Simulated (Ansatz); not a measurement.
The starting structures come from a database of crystals and need not be the phases stable at ambient conditions.

 Where the default PAW files enter, the runs use the earlier of Ansatz's two default sets.

The decay constant κ of evanescent states in the gap governs leakage through a thin film.

Here is the system:

```
CELL_PARAMETERS angstrom
      5.99508    -0.00081    -0.01993
     -2.99817     5.19152    -0.01993
      0.95930     1.66153     5.67833
ATOMIC_POSITIONS crystal
  Rh 0.83340 0.16660 0.00000
  Rh 0.16660 0.83340 0.00000
  Cl 0.07866 0.42824 0.22945
  Cl 0.92134 0.57176 0.77055
  Cl 0.57176 0.92134 0.77055
  Cl 0.42824 0.07866 0.22945
  Cl 0.22214 0.22214 0.76886
  Cl 0.77786 0.77786 0.23114
```

Space group of this cell: C2/m. The cell was relaxed by PBE-D3(BJ).

Transport runs along the normal of the first two printed cell vectors.

The gap is the functional's own, uncorrected, and κ follows it; spin-orbit coupling is left out. Mid-gap values are interpolated between the computed energies.

Task: Predict the band gap and the smallest decay constant κ at mid-gap from r2SCAN (Ansatz, a program for electronic structure).

Result: Gap 1.80 eV on a 6×6×6 mesh; κ = 0.390 1/Å, at (0.500, 0.333) of the in-plane reciprocal vectors. At the zone centre, at the nearest computed energy, the slowest state has κ = 0.50 1/Å.
